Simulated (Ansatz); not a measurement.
The parent structure is BN in the wurtzite structure (space group P6_3mc, No. 186; a = 2.523 Å, c = 4.175 Å). Axes: x lies along a and z along c of the hexagonal cell.

Perturbation: uniaxial strain ε_xx = −1.20 %, all other strain components held at zero; the atoms relax in the strained cell.

Computed with Kohn–Sham DFT with the LDA functional, run in Ansatz (a quantum-chemistry and plane-wave program) with PAW and 420 eV plane waves, without spin-orbit coupling.

### Question
Give the band edges at the high-symmetry points of the new zone, measured from its valence-band maximum.

### Answer
```json
[
 {"point": "Γ", "valence edge (eV)": "0.00", "conduction edge (eV)": "8.28"},
 {"point": "Y", "valence edge (eV)": "-2.16", "conduction edge (eV)": "7.00"},
 {"point": "C₀", "valence edge (eV)": "-5.67", "conduction edge (eV)": "4.81"},
 {"point": "Σ₀", "valence edge (eV)": "-5.67", "conduction edge (eV)": "4.81"},
 {"point": "Z", "valence edge (eV)": "-1.20", "conduction edge (eV)": "9.69"},
 {"point": "A₀", "valence edge (eV)": "-3.27", "conduction edge (eV)": "9.45"},
 {"point": "E₀", "valence edge (eV)": "-3.27", "conduction edge (eV)": "9.45"},
 {"point": "T", "valence edge (eV)": "-3.84", "conduction edge (eV)": "6.65"},
 {"point": "S", "valence edge (eV)": "-2.35", "conduction edge (eV)": "6.65"},
 {"point": "R", "valence edge (eV)": "-3.80", "conduction edge (eV)": "6.50"}
]
```

The gap is 4.81 eV, indirect, Γ → Σ₀.

No phonon test of stability was made. Labels are those of the standard path for the cell's own space group.
